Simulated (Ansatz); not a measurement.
A hypothetical phase is included: elements placed on a structure type, which no database files for this compound.

By r2SCAN, the system below comes out a metal.

Given:

```yaml
crystal:
  lattice:
    - [2.84908, 0.00000, 0.00000]
    - [0.00000, 4.02921, 0.00000]
    - [1.42454, 2.01461, 1.42454]
  atoms:
    - { symbol: B, position: [0.50000, 0.75000, 0.00000] }
    - { symbol: B, position: [0.00000, 0.50000, 0.00000] }
```

The cell was relaxed by PBE-D3(BJ); by r2SCAN it stands under a pressure of 3.3 GPa.

The current flows along the normal of the first two printed cell vectors, the (110) plane of the conventional cell. No spin-orbit coupling; the value is a mean over 0.1 eV about the Fermi level.

Question: Predict the ballistic conductance per area from r2SCAN run with Ansatz (a quantum-chemistry and plane-wave program).

Answer: 2.0 × 10¹⁵ S/m² for both spins.
